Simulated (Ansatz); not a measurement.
Reference: GaAs (F-43m), r2SCAN with spin-orbit coupling, rigid bands (plane waves, PAW; Ansatz, a program for electronic structure); axes and stresses refer to this cell.

```xyz
2
Lattice="0.0000 2.8293 2.8293 2.8293 0.0000 2.8293 2.8293 2.8293 0.0000" Properties=species:S:1:pos:R:3 pbc="T T T"
Ga     0.0000     0.0000     0.0000
As     1.4147     1.4147     1.4147
```

The hole conductivity mass is 0.40 mₑ. The band gap is 0.89 eV and the Seebeck coefficient, p-type 1e19 cm⁻³ is 243 μV/K.

Question: After one change the values are hole conductivity mass 0.197 mₑ; band gap 0.31 eV; Seebeck coefficient, p-type 1e19 cm⁻³ 176 μV/K. Which change was made?
(A) biaxial stress in (111) of -4.8 GPa (compression positive)
(B) biaxial stress in (001) of 1.2 GPa (compression positive)
(C) biaxial stress in (111) of -2.4 GPa (compression positive)
(D) uniaxial stress along [111] of -1.2 GPa (compression positive)

Answer: A, biaxial stress in (111) of -4.8 GPa (compression positive)

Masses are for dilute carriers at 300 K, harmonic means over directions unless an axis is named. Seebeck coefficients are for the stated density at 300 K, with one relaxation time for all states and whether or not that doping can be reached. Stresses and pressures are the targets of the relaxation.  The structure type is held under load, also where the real crystal would transform.
